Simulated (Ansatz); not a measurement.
# Pd: response to strain

The parent structure is Pd in the fcc (Cu type) structure (space group Fm-3m, No. 225; a = 3.8777 Å; relaxed with 0.1 eV smearing).

Strains are applied to the cell and any free atomic positions relax.

All numbers come from PBEsol/PAW in Ansatz (a quantum-chemistry and plane-wave program), no spin-orbit coupling.

```json
[
 {"isotropic strain (%)": "-2.5", "pressure (GPa)": "18.9"},
 {"isotropic strain (%)": "-1.5", "pressure (GPa)": "10.4"},
 {"isotropic strain (%)": "0", "pressure (GPa)": "0.0"},
 {"isotropic strain (%)": "0.5", "pressure (GPa)": "-2.9"},
 {"isotropic strain (%)": "1", "pressure (GPa)": "-5.6"},
 {"isotropic strain (%)": "1.5", "pressure (GPa)": "-8.0"},
 {"isotropic strain (%)": "2", "pressure (GPa)": "-10.2"},
 {"isotropic strain (%)": "2.5", "pressure (GPa)": "?"},
 {"isotropic strain (%)": "3", "pressure (GPa)": "-14.1"}
]
```

Fit P = P₀ − Bδ + Cδ² with δ = (1 + ε)³ − 1 to the rows shown and predict the withheld row.

Least squares on the printed values gives P₀ = 0.1 GPa, B = 209 GPa, C = 620 GPa (largest residual 0.2 GPa); this predicts -12.3 GPa, and the run gives -12.2 GPa, in agreement.

Stability against distortions was not tested. The final runs are not spin-polarised. Pd lies near a magnetic instability that expansion can trigger; it was not tested.
